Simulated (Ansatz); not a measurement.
## BeSe under a change: isotropic strain −0.50 %

Consider BeSe in the zinc blende structure (space group F-43m, No. 216; a = 5.1289 Å).

One thing is altered: every lattice vector is shortened by 0.50 %, atoms relaxed at fixed cell.

Calculations: DFT with PBEsol, PAW potentials and a 420 eV plane-wave cutoff in Ansatz (a program for electronic structure), without spin-orbit coupling. Settings: 11×11×11 k-points, 0.05 eV Fermi–Dirac smearing.

| quantity | base | changed | shift |
|---|---|---|---|
| volume per atom | 16.86 Å³ | 16.61 Å³ | -0.25 Å³ |
| space group | F-43m (No. 216) | F-43m (No. 216) | – |
| shortest interatomic distance | 2.221 Å | 2.210 Å | -0.011 Å |
| energy relative to the base (free energy F) | 0 meV/atom | +0.9 meV/atom | +0.9 meV/atom |
| pressure | 0.0 kbar | 12.3 kbar | +12.3 kbar |
| band gap | 2.47 eV | 2.43 eV | -0.033 eV |
| gap character | indirect, Γ → X | indirect, Γ → X | – |
| smallest direct gap | 4.28 eV | 4.40 eV | +0.111 eV |
| mean gap deformation potential ΔEg/Δln V | – | +2.2 eV | – |
| width of the top valence band | 3.37 eV | 3.45 eV | +0.073 eV |
| electron mass | 0.84 mₑ along k, 0.26 mₑ across (at X) | 0.83 mₑ along k, 0.26 mₑ across (at X) | – |

Cost of the whole job for the changed cell (relaxation, final SCF and bands): around 5 core-seconds (rough).

Effective masses come from finite differences of ±0.01 Å⁻¹. Along k means along the line from Γ to the band edge. Whether these cells are dynamically stable was not tested.
